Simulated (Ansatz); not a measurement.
# HfO2 (space group P2_1/c, No. 14)

```cif
data_Hf4O8
_chemical_formula_sum 'Hf4 O8'
_space_group_name_H-M_alt 'P21/c'
_space_group_IT_number 14
_space_group_name_Hall '-P 2ybc'
_cell_length_a 5.11406
_cell_length_b 5.18158
_cell_length_c 5.29528
_cell_angle_alpha 90.000
_cell_angle_beta 99.469
_cell_angle_gamma 90.000
loop_
_atom_site_label
_atom_site_type_symbol
_atom_site_symmetry_multiplicity
_atom_site_Wyckoff_symbol
_atom_site_fract_x
_atom_site_fract_y
_atom_site_fract_z
_atom_site_occupancy
Hf1 Hf 4 e 0.27621 0.04185 0.20822 1
O1 O 4 e 0.07006 0.33377 0.34402 1
O2 O 4 e 0.55204 0.25767 0.02149 1
```

Level of theory: Ansatz (a program for electronic structure) r2SCAN, spin-orbit coupling left out. Γ-centred 5×5×5 mesh, Fermi–Dirac width 0.05 eV.

- Volume per atom: 11.53 Å³
- Density: 10.10 g/cm³
- Band gap: 4.59 eV, indirect, Γ → Y₂
- Total energy: -5625.478 eV/atom (σ→0; compares only within this code and set-up)

With Hf present, leaving out spin-orbit coupling can change the band edges. Whether these cells are dynamically stable was not tested.
